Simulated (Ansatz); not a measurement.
For BP (model structure, started from the beta GaS type, P6₃/mmc, No. 194, 8 atoms in the cell), PBEsol in Ansatz (plane waves, PAW) gives:

| Property | Value |
|---|---|
| lattice parameter a | 3.189 Å |
| c axis length | 11.173 Å |

**Question.** What does PBE-D3(BJ) (PAW; Ansatz, a first-principles code) give for the same quantities?

**Answer.** 
- lattice constant a: 3.182 Å (decreases by 0.2 %)
- lattice parameter c: 11.126 Å (falls by 0.4 %)

Changes are worked out from the printed values.

Unless a cell is named, each level is at its own relaxed cell (PBEsol 12.30, PBE-D3(BJ) 12.20 Å³/atom).

Ansatz's density-functional and Hartree–Fock values are scalar-relativistic unless marked +SOC, with PAW data made under PBE.

A model structure was made by putting elements into a prototype or built by hand; it is no filed structure, need not be a known phase, and can be a saddle point held by its symmetry.
